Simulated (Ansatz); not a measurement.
```xyz
3
Lattice="0.0000 3.3171 3.3171 3.3171 0.0000 3.3171 3.3171 3.3171 0.0000" Properties=species:S:1:pos:R:3 pbc="T T T"
Sn     0.0000     0.0000     0.0000
Mg     1.6585     1.6585     1.6585
Mg     4.9756     4.9756     4.9756
```

No spin polarisation.

Level of theory: PBE (Ansatz, a program for electronic structure, PAW, no SOC). Settings: 12×12×12 k-points, 0.05 eV Fermi–Dirac smearing.

Estimate the band gap.

Zero.

Predict the space group.

Fm-3m (No. 225).

Predict the pressure.

3.9 GPa.

The cells carry an imposed strain or load. No phonon test of stability was made. The cell was made from Mg₂Sn (space group Fm-3m, No. 225) by this change: isotropic strain −2.67 %.
